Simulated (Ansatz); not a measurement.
# Effect of N → P on Cu3N

Start from Cu3N (space group Pm-3m, No. 221; a = 3.765 Å).

Perturbation: every N is replaced by P; the structure is relaxed again.

Computed with PBEsol, PAW, 420 eV (Ansatz, an electronic-structure program; scalar-relativistic without spin-orbit coupling). Settings: 8×8×8 k-points, 0.05 eV Fermi–Dirac smearing, for the changed cell.

The lattice parameter a rises by 55.3 pm, from 376.5 pm to 431.8 pm and the space group remains Pm-3m (No. 221). The shortest interatomic distance increases by 27.64 pm to 215.9 pm and the band gap goes from zero to 0.39 eV.

Cost of the whole job for the changed cell (relaxation, final SCF and bands): around 90 core-seconds (rough).

Whether these cells are dynamically stable was not tested. As relaxed here, Cu3P is a hypothetical phase, not in the database extracts checked. The final runs are not spin-polarised. Gaps under 0.05 eV, about the width of the smearing, are given as zero. A zero or small gap of Cu3N can be the functional's error rather than a property of the material.
